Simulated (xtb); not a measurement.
xtb 6.7.1, GFN1-xTB: C[Si](C)(C)c1ccc2c(c1)sc1cc(-c3ccc(-c4ccc5c(c4)sc4cc(C=O)ccc45)[se]3)ccc12, 61 atoms. The geometry is a generated start, not checked to be a minimum at this level.

method: GFN1-xTB
--acc: 1 (default)
--etemp (K): 300 (default)
detailed input (--input): none: ANC optimiser, Lindh (1995) Hessian, microcycle=20, maxdispl=1.0, hlow=0.01 (default)
basis functions: 220
valence electrons: 180

The structure is relaxed from this start with --opt LEVEL for the levels crude, sloppy, loose, lax, normal, tight, vtight, extreme, once each. Up to the end of the extreme run atoms move by at most 1.7 Å along an axis.

Q: Which level is enough to come within 1 meV of the tightest end point?

A: vtight: 152 cycles against 174, ending 0.098 meV above.

```
level    cycles  energy above the extreme run (meV)  gradient norm (eV/Å)
-------  ------  ----------------------------------  --------------------
crude         9                                 150                  0.39
sloppy       22                                  59                 0.097
loose        39                                  12                  0.20
lax          44                                 7.0                 0.049
normal       52                                 4.9                 0.026
tight        72                                 1.9                0.0088
vtight      152                               0.098                0.0033
extreme     174                                   —                0.0026
```
